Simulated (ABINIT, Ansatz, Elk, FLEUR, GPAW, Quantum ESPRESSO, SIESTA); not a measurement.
One structure in several programs: MnAu (Pm-3m, 2 atoms in the cell)

Self-consistent single point.

```
MnAu
1.0
    3.20776     0.00000     0.00000
    0.00000     3.20776     0.00000
    0.00000     0.00000     3.20776
Mn Au
1 1
Direct
  0.50000   0.50000   0.50000
  0.00000   0.00000   0.00000
```
Moments meant for the start (each program seeds them in its own way; μB, in the order of the atoms Mn Au): 4.0 0.0.

All programs got the same cell, k-point mesh and kind of occupations, and the same starting moments (in Ansatz's words: kpoints.mp_grid.grid = 10 10 10; magnetization.spin_polarized = true; scf.occupations.method = fermi_dirac; scf.occupations.width = 0.05 eV); potentials, basis and cutoffs are each program's usual ones.

```
code                                                                                                                                 model  pressure (GPa)  size of the net moment (μB/atom)  k-points           cutoff
----------------  ------------------------------------------------------------------------------------------------------------------------  --------------  --------------------------------  --------  ---------------
ABINIT                                                     LDA (PW92), norm-conserving pseudopotentials (PseudoDojo nc-sr-04 LDA standard)          -11.02                              2.04        56            48 Ha
Quantum ESPRESSO                                                                       LDA (PZ), GBRV 1.5 ultrasoft (LDA) pseudopotentials          -11.55                              2.02        56            50 Ry
Elk                                  LDA (PW92), all-electron FP-LAPW, Elk's shipped species files, APW+lo basis with extra local orbitals               –                              2.02        56         rgkmax 8
GPAW                                                                         LDA (Perdew-Wang 92), GPAW PAW datasets LDA (gpaw-data 1.0.1)          -10.30                              2.01        56           850 eV
FLEUR                                                     LDA (Vosko-Wilk-Nusair), all-electron FLAPW (FLEUR), scalar-relativistic valence               –                              2.03        56  Kmax 4.1 1/bohr
Ansatz                                                                                                 LDA (PW92), PAW files made with PBE          -11.34                              2.02        56           420 eV
SIESTA            LDA PW92, numerical atomic orbitals DZP, PseudoDojo LDA standard norm-conserving potentials (rewritten from UPF to PSML)          -14.33                              2.06       560      grid 400 Ry
```

A dash marks a value that a program does not give, or that is left out as unsure.

The spread over the programs that give each value: pressure within 4.03 GPa; size of the net moment within 0.05 μB/atom.

The starting cell comes from a database of computed structures (which also holds hypothetical and non-ambient phases and stackings), without a prior relaxation at this level. On Ansatz's run: Spin-orbit coupling is off. With one magnetic atom in the cell only a parallel order is possible. In the base run, with a pressure of about -11 GPa the cell is away from its equilibrium volume at this level.

Task: Why do the programs differ, and what cannot be compared?

Result: Differences of this kind can come from the potentials, where these differ, and from what each basis and cutoff leave unconverged. The valence holds different numbers of electrons (ABINIT 34, Quantum ESPRESSO 26, GPAW 26, FLEUR 32, Ansatz (an electronic-structure program) 34, SIESTA 34). The zero of total energies and Fermi levels follows the potentials and each program's conventions, so they are not compared here. SIESTA uses small atom-centred bases, whose incompleteness enters pressures, forces and empty levels differently from a plane-wave cutoff. Elk and FLEUR treat all electrons, but the usual bases taken here (sphere radii, linearisation, local orbitals, empty states) were not tested for convergence, so the values are no reference for the others. Ansatz's pressure is given at a fixed set of plane waves, as the other plane-wave codes print theirs; with its correction for the finite basis it is -11.25 GPa. The same LDA comes in different parametrisations, which differ slightly. Site moments depend on each program's spheres or projections; the total moment of the cell does not. The programs reduce the same mesh by symmetry to different extents, which changes the work and not the result. In the pressure, SIESTA (by 3.15) lies more than 1 GPa from the median of the plane-wave programs.

Keys are those of Ansatz 0.2.
